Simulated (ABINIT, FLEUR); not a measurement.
A FLEUR input for a self-consistent single point of VCu3O4 (I-42m, 8 atoms in the cell) (DFT, LDA (Vosko-Wilk-Nusair), all-electron FLAPW (FLEUR), scalar-relativistic valence):

Input of the input generator:

```
VCu3O4
&input film=f /
-2.3123630000 2.3123630000 4.5517620000
2.3123630000 -2.3123630000 4.5517620000
2.3123630000 2.3123630000 -4.5517620000
1.8897261246
1.0 1.0 1.0

8
23 -0.0000000000 -0.0000000000 0.0000000000
29 0.2500000000 0.7500000000 0.5000000000
29 0.7500000000 0.2500000000 0.5000000000
29 0.5000000000 0.5000000000 0.0000000000
8 0.1115900000 0.6594700000 0.0000000000
8 0.3405300000 0.3405300000 0.4521200000
8 0.6594700000 0.1115900000 0.0000000000
8 0.8884100000 0.8884100000 0.5478800000

&comp jspins=1 /
&exco xctyp='vwn' /
&kpt div1=5 div2=5 div3=5 /
&end /
```

```xml
<?xml version="1.0" encoding="UTF-8" standalone="no"?>
<fleurInput fleurInputVersion="0.39">
   <comment>
      VCu3O4                                                                                              
   </comment>
   <calculationSetup>
      <cutoffs Kmax="4.7" Gmax="18.8" GmaxXC="18.8" numbands="0"/>
      <scfLoop itmax="100" minDistance="0.00001" maxIterBroyd="15" imix="Anderson" alpha="0.05" precondParam="0.0" spinf="2.0"/>
      <coreElectrons ctail="T" frcor="F" kcrel="0" coretail_lmax="0"/>
      <xcFunctional name="vwn" relativisticCorrections="F"/>
      <magnetism jspins="1"/>
      <soc l_soc="F" theta="0.0" phi="0.0" spav="F"/>
      <expertModes spex="0" secvar="F"/>
      <geometryOptimization l_f="T" forcealpha="1.0" forcemix="BFGS" epsdisp="0.00001" epsforce="0.00001"/>
      <ldaU l_linMix="F" mixParam="0.05" spinf="1.0"/>
   </calculationSetup>
   <cell>
      <bzIntegration valenceElectrons="70.0" mode="gauss" fermiSmearingEnergy="0.00499791">
         <kPointListSelection listName="default-1"/>
         <!-- k-points included here -->
         <xi:include xmlns:xi="http://www.w3.org/2001/XInclude" href="kpts.xml"> </xi:include>
      </bzIntegration>
      <!-- symmetry operations included here -->
      <xi:include xmlns:xi="http://www.w3.org/2001/XInclude" href="sym.xml"> </xi:include>
      <bulkLattice scale="1.0">
         <bravaisMatrix>
            <row-1>   -4.3697327706584295     4.3697327706584295     8.6015835643615457</row-1>
            <row-2>    4.3697327706584295    -4.3697327706584295     8.6015835643615457</row-2>
            <row-3>    4.3697327706584295     4.3697327706584295    -8.6015835643615457</row-3>
         </bravaisMatrix>
      </bulkLattice>
   </cell>
   <atomSpecies>
      <species name="Vanadium (V)" element="V" atomicNumber="23">
         <mtSphere radius="2.04" gridPoints="705" logIncrement="0.017"/>
         <atomicCutoffs lmax="8" lnonsphr="6"/>
         <electronConfig flipSpins="F">
            <coreConfig>(1s1/2) (2s1/2) (2p1/2) (2p3/2)</coreConfig>
            <valenceConfig>(3s1/2) (3p1/2) (3p3/2) (4s1/2) (3d3/2) (3d5/2)</valenceConfig>
            <stateOccupation state="(3d3/2)" spinUp="0.6" spinDown="0.6"/>
            <stateOccupation state="(3d5/2)" spinUp="0.9" spinDown="0.9"/>
         </electronConfig>
         <energyParameters s="4" p="4" d="3" f="4"/>
         <lo type="SCLO" l="0" n="3" eDeriv="0"/>
         <lo type="SCLO" l="1" n="3" eDeriv="0"/>
      </species>
      <species name="Copper (Cu)" element="Cu" atomicNumber="29">
         <mtSphere radius="2.47" gridPoints="853" logIncrement="0.015"/>
         <atomicCutoffs lmax="10" lnonsphr="8"/>
         <electronConfig flipSpins="F">
            <coreConfig>(1s1/2) (2s1/2) (2p1/2) (2p3/2) (3s1/2) (3p1/2) (3p3/2)</coreConfig>
            <valenceConfig>(4s1/2) (3d3/2) (3d5/2)</valenceConfig>
            <stateOccupation state="(4s1/2)" spinUp="0.5" spinDown="0.5"/>
         </electronConfig>
         <energyParameters s="4" p="4" d="3" f="4"/>
      </species>
      <species name="Oxygen (O)" element="O" atomicNumber="8">
         <mtSphere radius="1.15" gridPoints="397" logIncrement="0.026"/>
         <atomicCutoffs lmax="6" lnonsphr="4"/>
         <electronConfig flipSpins="F">
            <coreConfig>(1s1/2)</coreConfig>
            <valenceConfig>(2s1/2) (2p1/2) (2p3/2)</valenceConfig>
            <stateOccupation state="(2p1/2)" spinUp="0.6666666666667" spinDown="0.6666666666667"/>
            <stateOccupation state="(2p3/2)" spinUp="1.3333333333333" spinDown="1.3333333333333"/>
         </electronConfig>
         <energyParameters s="2" p="2" d="3" f="4"/>
      </species>
   </atomSpecies>
   <atomGroups>
      <atomGroup species="Vanadium (V)">
         <relPos label="                   1">.0000000000 .0000000000 .0000000000</relPos>
         <force calculate="T" relaxXYZ="TTT"/>
      </atomGroup>
      <atomGroup species="Copper (Cu)">
         <relPos label="                   2">1.000/4.000 -1.000/4.000 1.000/2.000</relPos>
         <relPos label="                   3">-1.000/4.000 1.000/4.000 1.000/2.000</relPos>
         <force calculate="T" relaxXYZ="TTT"/>
      </atomGroup>
      <atomGroup species="Copper (Cu)">
         <relPos label="                   4">1.000/2.000 1.000/2.000 .0000000000</relPos>
         <force calculate="T" relaxXYZ="TTT"/>
      </atomGroup>
      <atomGroup species="Oxygen (O)">
         <relPos label="                   5">.1115900000 -.3405300000 .0000000000</relPos>
         <relPos label="                   6">.3405300000 .3405300000 .4521200000</relPos>
         <relPos label="                   7">-.3405300000 .1115900000 .0000000000</relPos>
         <relPos label="                   8">-.1115900000 -.1115900000 -.4521200000</relPos>
         <force calculate="T" relaxXYZ="TTT"/>
      </atomGroup>
   </atomGroups>
   <output dos="F" band="F" slice="F">
      <checks vchk="F" cdinf="F"/>
      <bandDOS minEnergy="-.5*Htr" maxEnergy="0.5*Htr" sigma="0.015" storeEVData="T"/>
      <vacuumDOS vacdos="F" integ="F" star="F" nstars="0" locx1="0.0" locy1="0.0" locx2="0.0" locy2="0.0" nstm="0" tworkf="0.0"/>
      <unfoldingBand unfoldBand="F" supercellX="1" supercellY="1" supercellZ="1"/>
      <plotting iplot="0" polar="F">
         <plot TwoD="T" vec1="  1.0  0.0  0.0" vec2="  0.0  1.0  0.0" vec3="  0.0  0.0  1.0" zero="  0.0  0.0  0.0" file="plot"/>
      </plotting>
      <chargeDensitySlicing numkpt="0" minEigenval="0.0" maxEigenval="0.0" nnne="0" pallst="F"/>
      <specialOutput eonly="F"/>
      <magneticCircularDichroism mcd="F" energyLo="-10.0" energyUp="0.0"/>
   </output>
  <!-- We include the file relax.xml here to enable relaxations (see documentation) -->
  <xi:include xmlns:xi="http://www.w3.org/2001/XInclude" href="relax.xml"> <xi:fallback/> </xi:include>
</fleurInput>
```

**Question.** Write the same calculation as an input for ABINIT.

**Answer.** This is the input that was run; spellings and numerical settings could be chosen otherwise.

```
# VCu3O4, JTH v2.0 LDA PAW
pp_dirpath "./"
pseudos "V.LDA_PW-JTH.xml, Cu.LDA_PW-JTH.xml, O.LDA_PW-JTH.xml"
acell 5.6046929079 5.6046929079 5.6046929079 Angstrom
rprim
        -0.4125762175    0.4125762175    0.8121340589
         0.4125762175   -0.4125762175    0.8121340589
         0.4125762175    0.4125762175   -0.8121340589
natom 8
ntypat 3
znucl 23 29 8
typat 1 2 2 2 3 3 3 3
xcart
         0.0000000000    0.0000000000    0.0000000000
         2.3123630000   -0.0000000000    2.2758810000
         0.0000000000    2.3123630000    2.2758810000
         0.0000000000   -0.0000000000    4.5517620000
         1.2668974404   -1.2668974404    3.5096816077
         1.0454655596    1.0454655596    1.0420803923
        -1.2668974404    1.2668974404    3.5096816077
         1.2668974404    1.2668974404    5.5938423923
      Angstrom
ecut 60 Ry
pawecutdg 120 Ry
pawovlp -1
pawxcdev 0
ixc 7
occopt 7
tsmear 0.00499791
nband 59
kptopt 1
ngkpt 5 5 5
nshiftk 1
shiftk 0 0 0
nstep 80
tolvrs 1.0e-11
prtwf 0
prtden 0
prtvol 1
enunit 1
```

Basis settings and potentials, where a program has them, do not carry over. This input uses DFT, LDA (PW92), plane waves, PAW (JTH v2.0 LDA PAW). LDA parametrisations can differ slightly between programs.

The starting cell comes from a database of computed structures (which also holds hypothetical and non-ambient phases and stackings), without a prior relaxation at this level. Its lattice was rescaled by a random factor within 2.5 % of one.
